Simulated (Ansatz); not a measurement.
The reference is Mo3Os in the A15 (Cr3Si type) structure (space group Pm-3n, No. 223).

```xyz
8
Lattice="4.9427 0.0000 0.0000 0.0000 4.9427 0.0000 0.0000 0.0000 4.9427" Properties=species:S:1:pos:R:3 pbc="T T T"
Mo     1.2357     0.0000     2.4713
Mo     3.7070     0.0000     2.4713
Mo     2.4713     3.7070     0.0000
Mo     2.4713     1.2357     0.0000
Mo     0.0000     2.4713     3.7070
Mo     0.0000     2.4713     1.2357
Os     0.0000     0.0000     0.0000
Os     2.4713     2.4713     2.4713
```

Levels (all Ansatz, a program for electronic structure, PAW): PBEsol (420 eV, scalar-relativistic without spin-orbit coupling); PBEsol+SOC (420 eV, noncollinear with spin-orbit coupling).

The geometry is relaxed with PBEsol.

```
Quantity           Value
---------------  -------
PBEsol pressure  0.0 GPa
```

**Question.** Predict the pressure from PBEsol+SOC.

**Answer.** The pressure goes from zero to 0.2 GPa.

Single points use the geometry relaxed with PBEsol. The spin-orbit shifts are approximate. Whether these cells are dynamically stable was not tested. The runs without spin-orbit coupling are not spin-polarised.
